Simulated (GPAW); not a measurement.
# GPAW run on Rb2AsAuF6 (Fm-3m, 10 atoms in the cell): self-consistent single point

Method: PBEsol, real-space grid, GPAW PAW datasets PBEsol (made by gpaw-setup) run with GPAW 25.7.0.

Input as run:

```python
from ase import Atoms
from gpaw import GPAW

atoms = Atoms(['Rb', 'Rb', 'As', 'Au', 'F', 'F', 'F', 'F', 'F', 'F'],
              cell=[[0.000000, 4.599518, 4.599518],
                    [4.599518, 0.000000, 4.599518],
                    [4.599518, 4.599518, 0.000000]],
              scaled_positions=[[0.750000, 0.750000, 0.750000],
                                [0.250000, 0.250000, 0.250000],
                                [0.000000, 0.000000, 0.000000],
                                [0.500000, 0.500000, 0.500000],
                                [0.774220, 0.225780, 0.225780],
                                [0.225780, 0.774220, 0.774220],
                                [0.225780, 0.774220, 0.225780],
                                [0.774220, 0.225780, 0.774220],
                                [0.225780, 0.225780, 0.774220],
                                [0.774220, 0.774220, 0.225780]],
              pbc=True)

calc = GPAW(mode='fd',
            h=0.2,
            xc='PBEsol',
            kpts={'size': (4, 4, 4), 'gamma': True},
            occupations={'name': 'methfessel-paxton', 'width': 0.01, 'order': 0},
            nbands=-4,
            convergence={'forces': 0.001, 'bands': -2},
            symmetry={'symmorphic': False, 'tolerance': 0.0005},
            maxiter=100,
            txt='-')

atoms.calc = calc

energy = atoms.get_potential_energy()
print('Energy (eV):', round(energy, 6))
forces = atoms.get_forces()
print('Forces (eV/Ang):')
print(forces.round(5))
```

Output, abridged:

```
Input parameters:
  convergence: {bands: -2,
                forces: 0.001}
  h: 0.2
  kpts: {gamma: True,
         size: (4, 4, 4)}
  maxiter: 100
  mode: fd
  nbands: -4
  occupations: {name: methfessel-paxton,
                order: 0,
                width: 0.01}
  symmetry: {symmorphic: False,
             tolerance: 0.0005}
  xc: PBEsol

species:
  Rb:
    name: Rubidium
    Z: 37.0
    valence: 9
    core: 28
    charge: 0.0
    file: Rb.PBEsol.gz

    # Using partial waves for Rb as LCAO basis

  As:
    name: Arsenic
    Z: 33.0
    valence: 5
    core: 28
    charge: 0.0
    file: As.PBEsol.gz

    # Using partial waves for As as LCAO basis

  Au:
    name: Gold
    Z: 79.0
    valence: 11
    core: 68
    charge: 0.0
    file: Au.PBEsol.gz

    # Using partial waves for Au as LCAO basis

  F:
    name: Fluorine
    Z: 9.0
    valence: 7
    core: 2
    charge: 0.0
    file: F.PBEsol.gz

    # Using partial waves for F as LCAO basis

Reference energy: -756257.041111  # eV

Spin-paired calculation

Convergence criteria:
 Maximum [total energy] change in last 3 cyles: 0.0005 eV / valence electron
 Maximum integral of absolute [dens]ity change: 0.0001 electrons / valence electron
 Maximum integral of absolute [eigenst]ate change: 4e-08 eV^2 / valence electron
 Maximum change in the atomic [forces] across last 2 cycles: 0.001 eV/Ang OR
Maximum error relative to the maximum force is below inf
 Maximum number of scf [iter]ations: 100

Symmetries present (total): 48
Symmetries with fractional translations: 0
64 k-points: 4 x 4 x 4 Monkhorst-Pack grid + [1/8,1/8,1/8]
8 k-points in the irreducible part of the Brillouin zone
       k-points in crystal coordinates                weights
   0:     0.00000000    0.00000000    0.00000000          1/64
   1:     0.25000000    0.25000000    0.00000000          6/64
   2:     0.25000000    0.25000000    0.25000000          8/64
   3:     0.50000000    0.25000000   -0.25000000          6/64
   4:     0.50000000    0.25000000    0.25000000         12/64
   5:     0.50000000    0.50000000    0.00000000          3/64
   6:     0.50000000    0.50000000    0.25000000         24/64
   7:     0.50000000    0.50000000    0.50000000          4/64

Wave functions: Uniform real-space grid
  Kinetic energy operator: 12*3+1=37 point O(h^6) finite-difference Laplacian

Occupation numbers: Methfessel-Paxton:
  width: 0.0100  # eV
  order: 0

Eigensolver

Densities:
  Coarse grid: 28*28*28 grid
  Fine grid: 56*56*56 grid
  Total Charge: 0.000000

Density mixing:
  Method: separate
  Backend: pulay
  Linear mixing parameter: 0.05
  old densities: 5
  Damping of long wavelength oscillations: 50

Hamiltonian:
  XC and Coulomb potentials evaluated on a 56*56*56 grid
  Interpolation: tri-quintic (5. degree polynomial)
  Poisson solver: FastPoissonSolver using
    Stencil: 12*3+1=37 point O(h^6) finite-difference Laplacian
    FFT axes: [np.int64(0), np.int64(1), np.int64(2)]
    FST axes: []

XC parameters: PBEsol with 2 nearest neighbor stencil

Number of atoms: 10
Number of atomic orbitals: 47
Number of bands in calculation: 42
Number of valence electrons: 76
Bands to converge: 40

Density initialized from atomic densities
  42 bands from LCAO basis set

Atomic positions and initial magnetic moments

Positions:
   0 Rb     6.899277    6.899277    6.899277    ( 0.0000,  0.0000,  0.0000)
   1 Rb     2.299759    2.299759    2.299759    ( 0.0000,  0.0000,  0.0000)
   2 As     0.000000    0.000000    0.000000    ( 0.0000,  0.0000,  0.0000)
   3 Au     4.599518    4.599518    4.599518    ( 0.0000,  0.0000,  0.0000)
   4 F      2.076958    4.599518    4.599518    ( 0.0000,  0.0000,  0.0000)
   5 F      7.122078    4.599518    4.599518    ( 0.0000,  0.0000,  0.0000)
   6 F      4.599518    2.076958    4.599518    ( 0.0000,  0.0000,  0.0000)
   7 F      4.599518    7.122078    4.599518    ( 0.0000,  0.0000,  0.0000)
   8 F      4.599518    4.599518    2.076958    ( 0.0000,  0.0000,  0.0000)
   9 F      4.599518    4.599518    7.122078    ( 0.0000,  0.0000,  0.0000)

Unit cell:
           periodic     x           y           z      points  spacing
  1. axis:    yes    0.000000    4.599518    4.599518    28     0.1897
  2. axis:    yes    4.599518    0.000000    4.599518    28     0.1897
  3. axis:    yes    4.599518    4.599518    0.000000    28     0.1897

  Lengths:   6.504701   6.504701   6.504701
  Angles:   60.000000  60.000000  60.000000

Effective grid spacing dv^(1/3) = 0.2070

     iter     time        total  log10-change:
                         energy   eigst   dens  force
iter:   1 --:--:--   -49.133095   +0.16
iter:   2 --:--:--   -48.057455   -0.71  -1.17
iter:   3 --:--:--   -45.236366   -0.08  -1.23
iter:   4 --:--:--   -45.206465   -0.54  -1.49
iter:   5 --:--:--   -47.063331   -0.02  -1.57
iter:   6 --:--:--   -45.407268   +0.01  -1.45
   [... 2 lines left out ...]
iter:   9 --:--:--   -45.449214   -1.42  -2.04
iter:  10 --:--:--   -45.187319   -1.61  -1.82
iter:  11 --:--:--   -45.257872   -2.71  -2.05
iter:  12 --:--:--   -45.151542   -1.74  -1.99
iter:  13 --:--:--   -45.129191   -1.26  -2.16
iter:  14 --:--:--   -45.119653c  -2.92  -2.48
iter:  15 --:--:--   -45.211843   -1.21  -2.57
iter:  16 --:--:--   -45.114610   -1.76  -2.10
iter:  17 --:--:--   -45.115515   -2.17  -2.70
iter:  18 --:--:--   -45.114382c  -3.49  -3.10
iter:  19 --:--:--   -45.114072c  -3.31  -3.06
iter:  20 --:--:--   -45.114166c  -4.01  -3.43
iter:  21 --:--:--   -45.114757c  -3.10  -3.36
iter:  22 --:--:--   -45.116185c  -2.68  -3.11
iter:  23 --:--:--   -45.113940c  -3.46  -2.92
iter:  24 --:--:--   -45.113960c  -3.89  -3.61
iter:  25 --:--:--   -45.113938c  -5.65  -4.01c
iter:  26 --:--:--   -45.113940c  -4.97  -4.29c
iter:  27 --:--:--   -45.113932c  -5.47  -4.06c
iter:  28 --:--:--   -45.113936c  -5.51  -4.58c
iter:  29 --:--:--   -45.113933c  -5.34  -4.29c
iter:  30 --:--:--   -45.113933c  -5.73  -4.38c
iter:  31 --:--:--   -45.113932c  -6.49  -4.52c
iter:  32 --:--:--   -45.113931c  -6.49  -4.83c
iter:  33 --:--:--   -45.113932c  -6.90  -4.93c
iter:  34 --:--:--   -45.113931c  -6.87  -4.99c
iter:  35 --:--:--   -45.113932c  -7.08  -4.95c
iter:  36 --:--:--   -45.113932c  -7.37  -5.17c
iter:  37 --:--:--   -45.113932c  -7.69c -5.16c
iter:  38 --:--:--   -45.113932c  -7.76c -5.20c -3.92c

Converged after 38 iterations.

Dipole moment: (-2.631626, -2.631626, -2.631626) |e|*Ang

Energy contributions relative to reference atoms: (reference = -756257.041111)

Kinetic:        +45.927349
Potential:      -53.637564
External:        +0.000000
XC:             -41.542374
Entropy (-ST):   +0.000000
Local:           +4.138658
SIC:             +0.000000
--------------------------
Free energy:    -45.113932
Extrapolated:   -45.113932

Showing only first 2 kpts
 Kpt  Band  Eigenvalues  Occupancy
  0    36      1.56587    2.00000
  0    37      1.56587    2.00000
  0    38      4.51885    0.00000
  0    39      5.74937    0.00000

  1    36      1.51156    2.00000
  1    37      1.56808    2.00000
  1    38      4.06138    0.00000
  1    39      5.98306    0.00000

Fermi level: 2.77223

Gap: 0.759 eV
Transition (v -> c):
  (s=0, k=5, n=37, [0.50, 0.50, 0.00]) -> (s=0, k=7, n=38, [0.50, 0.50, 0.50])
Direct/indirect transitions are different
Direct gap: 1.469 eV
Transition at: (s=0, k=3, n=37, [0.50, 0.25, -0.25])
Energy (eV): -45.113932

Forces in eV/Ang:
  0 Rb   -0.00000   -0.00000    0.00000
  1 Rb    0.00000    0.00000    0.00000
  2 As   -0.00000    0.00000    0.00000
  3 Au   -0.00000    0.00000   -0.00000
  4 F     0.34209    0.00000   -0.00000
  5 F    -0.34209   -0.00000   -0.00000
  6 F     0.00000    0.34209   -0.00000
  7 F     0.00000   -0.34209    0.00000
  8 F     0.00000    0.00000    0.34209
  9 F    -0.00000    0.00000   -0.34209
```

The run converged in 38 iterations.

The starting cell comes from a database of computed structures (which also holds hypothetical and non-ambient phases and stackings), without a prior relaxation at this level. Its lattice was rescaled by a random factor within 2.5 % of one. Spin-orbit coupling is off.

Cost on one core of a shared machine: roughly 2 min.
